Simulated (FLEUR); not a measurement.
Band structure of RuAl (Pm-3m, 2 atoms in the cell).

```
RuAl
1.0
    2.99150     0.00000     0.00000
    0.00000     2.99150     0.00000
    0.00000     0.00000     2.99150
Al Ru
1 1
Cartesian
  1.49575   1.49575   1.49575
  0.00000   0.00000   0.00000
```

Level of theory: PBE, all-electron FLAPW (FLEUR), scalar-relativistic valence in FLEUR.

Settings: Kmax = 4.5 1/bohr; GmaxXC = 18 1/bohr; xcFunctional = pbe; jspins = 1; l_soc = F; mode = hist; fermiSmearingEnergy = 0.00999582 Htr; mesh (inpgen div1-3) = 9 9 9; inpgen gamma flag = false; Gmax = 18 1/bohr; numbands = 0; maxIterBroyd = 15; imix = Anderson; alpha = 0.05.

The starting cell has typed, rounded lattice constants, without a prior relaxation at this level. Its lattice was rescaled by a random factor within 2.5 % of one. Spin polarisation is off. Values depend on the basis (sphere radii, cutoffs, local orbitals), which need not be converged.

Levels in eV from the Fermi level, bands 5 to 12:
```
point      5      6      7      8      9    10    11     12
-----  -----  -----  -----  -----  -----  ----  ----  -----
Γ      -3.52  -3.52   0.21   0.21   0.21  6.12  6.12   6.12
X      -5.44  -2.72  -1.57  -1.57   0.46  2.34  7.49  11.07
M      -3.02  -1.32  -1.32  -1.13  -1.13  1.57  5.39   6.33
R      -4.59  -4.59   1.67   1.67   2.63  4.19  4.19   4.19
```
